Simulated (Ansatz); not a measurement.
The reference is Mo in the bcc (W type) structure (space group Im-3m, No. 229; a = 3.112 Å; relaxed with 0.1 eV smearing).

Method: LDA/PAW in Ansatz (an electronic-structure program), spin-orbit coupling left out.

For the base:

The pressure is 0.0 GPa.

Perturbation: an isotropic linear strain of −0.50 %, atoms relaxed at fixed cell.

Task: Estimate the effect on the energy relative to the base.

Result: The energy grows by 3.1 meV/atom.

Task: What happens to the pressure?

Result: The pressure goes from zero to 4.5 GPa.

Whether these cells are dynamically stable was not tested. The final runs are not spin-polarised.
